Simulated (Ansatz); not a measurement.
ZnS under load (space group I-4m2), r2SCAN with spin-orbit coupling, rigid bands run with Ansatz (a first-principles code). Condition of this run: biaxial stress in (001) of 1 GPa (compression positive) (the target of the relaxation). Band gap 2.78 eV, N_c = 2.40e18 cm⁻³ and N_v = 2.82e19 cm⁻³ at 300 K, conductivity masses along y (a = (0.00, 2.65, 2.71) Å; b = (2.65, 0.00, 2.71) Å; c = (2.65, 2.65, 0.00) Å) of 0.209 mₑ (electrons) and 0.721 mₑ (holes). Take k_BT = 0.02585 eV.

Problem. A film of it is 3 nm thick, with its normal along the direction named. Estimate the confinement energies in an infinite well.

Solution. ħ²π²/(2m t²) = 0.376 eV·nm²/(m/mₑ × t²) gives 200 meV for electrons and 57.9 meV for holes, so the gap would widen to about 3.04 eV. Finite barriers and nonparabolic bands lower this, and with several valleys or bands the heaviest mass along the normal sets the lowest level, not this average.

Problem. Find the intrinsic carrier density and the intrinsic Fermi level.

Solution. n_i = √(N_c N_v) exp(−E_g/2k_BT) = 8.23e18 × exp(−53.77) = 3.7e-5 cm⁻³. The level lies (k_BT/2) ln(N_v/N_c) = 32 meV from mid-gap (positive towards the conduction band). Each 0.1 eV added to the gap lowers n_i by a factor of 6.9.

Problem. What thermal injection velocity √(2k_BT/πm) limits a ballistic channel along the direction named?

Solution. 1.18e7 cm/s for electrons and 6.34e6 cm/s for holes, a ratio of √(m_h/m_e) = 1.86, for dilute carriers.

Rigid bands with the computed gap; masses take one relaxation time for all states. Geometry: cell and atoms relaxed with PBEsol.
